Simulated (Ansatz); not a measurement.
The starting structures come from a database of crystals and need not be the phases stable at ambient conditions.

Tunnelling through a barrier is set by its complex band structure: the current falls as exp(−2κd) with the smallest κ.

```yaml
crystal:
  lattice:
    - [4.00429, 0.00000, 0.00000]
    - [0.00000, 4.00429, 0.00000]
    - [2.00214, 2.00214, 2.83146]
  atoms:
    - { symbol: Be, position: [0.00000, 0.00000, 0.00000] }
    - { symbol: Te, position: [0.25000, 0.75000, 0.50000] }
```

The cell is taken as given.

Transport runs along the normal of the first two printed cell vectors, the (001) plane of the conventional cell.

The gap is the functional's own, uncorrected, and κ follows it; spin-orbit coupling is left out. Mid-gap means the computed energy nearest the middle.

Task: Predict the band gap and the smallest decay constant κ at mid-gap from r2SCAN run with Ansatz (a first-principles code).

Result: Gap 2.38 eV on a 10×10×10 mesh; κ = 0.210 1/Å, at the zone centre.
